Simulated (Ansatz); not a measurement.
The starting structures come from a database of crystals and need not be the phases stable at ambient conditions.

 Where the default PAW files enter, the runs use the earlier of Ansatz's two default sets.

By PBEsol, the system below comes out a metal.

Crystal: Mo$_{2}$N (R-3m, not sure to be the ambient phase, 3 atoms a cell, 12.0 Å³ an atom, -7 GPa at this level); planes in its conventional cell.

The numbers are results of PBEsol (plane waves, PAW; Ansatz, a program for electronic structure), not measurements.

G/A = (e²/h) × open channels of both spins per area, as a mean over 0.1 eV about the Fermi level, without spin-orbit coupling, for the cells as given.

```
plane  area (Å²)  G/A (10¹⁵ S/m²)
-----  ---------  ---------------
(101)       14.6             0.81
(001)        7.2                …
(110)       25.0                …
```

Fill in the missing entries.


- (001), G/A (10¹⁵ S/m²): 0.67
- (110), G/A (10¹⁵ S/m²): 0.80
